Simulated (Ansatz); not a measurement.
BAs under load (space group I-4m2), r2SCAN with spin-orbit coupling, rigid bands in Ansatz (a quantum-chemistry and plane-wave program). Condition of this run: uniaxial stress along [001] of -9.6 GPa (compression positive) (the target of the relaxation). Band gap 0.97 eV, N_c = 2.32e19 cm⁻³ and N_v = 3.74e18 cm⁻³ at 300 K, conductivity masses along y (a = (0.00, 2.37, 2.48) Å; b = (2.37, 0.00, 2.48) Å; c = (2.37, 2.37, 0.00) Å) of 0.359 mₑ (electrons) and 0.295 mₑ (holes). Take k_BT = 0.02585 eV.

Q: A film of it is 8 nm thick, with its normal along the direction named. Estimate the confinement energies in an infinite well.

A: ħ²π²/(2m t²) = 0.376 eV·nm²/(m/mₑ × t²) gives 16.4 meV for electrons and 19.9 meV for holes, so the gap would widen to about 1.01 eV. Finite barriers and nonparabolic bands lower this, and with several valleys or bands the heaviest mass along the normal sets the lowest level, not this average.

Q: Find the intrinsic carrier density and the intrinsic Fermi level.

A: n_i = √(N_c N_v) exp(−E_g/2k_BT) = 9.31e18 × exp(−18.76) = 6.6e10 cm⁻³. The level lies (k_BT/2) ln(N_v/N_c) = -24 meV from mid-gap (positive towards the conduction band). Each 0.1 eV added to the gap lowers n_i by a factor of 6.9.

Q: What thermal injection velocity √(2k_BT/πm) limits a ballistic channel along the direction named?

A: 8.98e6 cm/s for electrons and 9.91e6 cm/s for holes, a ratio of √(m_h/m_e) = 0.906, for dilute carriers.

Rigid bands with the computed gap; masses take one relaxation time for all states. Geometry: cell and atoms relaxed with PBEsol.
